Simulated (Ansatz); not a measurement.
Base system: GaP in the zinc blende structure (space group F-43m, No. 216).

GaP has the cubic space group F-43m (No. 216), the zinc blende structure, Pearson symbol cF8. Conventional cell: a = b = c = 5.4390 Å, α = β = γ = 90.00°. P on 4c sees 4 Ga at 2.355 Å (tetrahedral). Ga on 4a has 4 P at 2.355 Å (tetrahedral). (Neighbours: up to the widest gap in distance over summed covalent radii, below 1.35, at either atom; cation-cation and far metal-metal contacts left out.)
(The calculation used a cell of 2 atoms; values per cell refer to that cell.)

The other end (x = 1) is AsP in the zinc blende structure (space group F-43m, No. 216; a hypothetical phase, not in the database extracts checked): 23.90 Å³/atom, gap zero; this end may not be an ambient phase.

Calculations: DFT with PBEsol, PAW potentials and a 420 eV plane-wave cutoff in Ansatz (a quantum-chemistry and plane-wave program), no spin-orbit coupling, earlier PAW set.

As replaces a fraction x of Ga; each row is one arrangement (x, atoms in the cell, starting space group or random), fully relaxed.

One change was made to it. Results:

The band gap goes from 1.45 eV to zero; the deviation of the volume from the linear (Vegard-type) interpolation amounts to +0.4 %; the mixing energy comes out as +0.07 eV/atom (to 0.01 eV only: unlike meshes or grids) (against an end that may be hypothetical); the mean first-shell distances amounts to Ga–P 2.362 Å (end compound 2.355 Å), As–P 2.502 Å (end compound 2.494 Å).

Problem. Name the change that was made.
A. x(As) = 0.25, 8 atoms, Pmm2
B. x(As) = 0.333, 6 atoms, P3m1
C. x(As) = 0.5, 4 atoms, R3m

Solution. A, x(As) = 0.25, 8 atoms, Pmm2. For comparison, the mixing energy in the other runs: x(As) = 0.5, 4 atoms, R3m gives -0.02 eV/atom; x(As) = 0.333, 6 atoms, P3m1 gives +0.03 eV/atom.

These are small ordered cells, not random alloys; other orderings at the same x differ. No phonon test of stability was made. All final runs are without spin polarisation. Under x(As) = 0.5, 4 atoms, R3m and x(As) = 0.333, 6 atoms, P3m1 the cell changed shape so far that it is another structure. The zero or small gap of Ga3AsP4 can change with the level of theory.
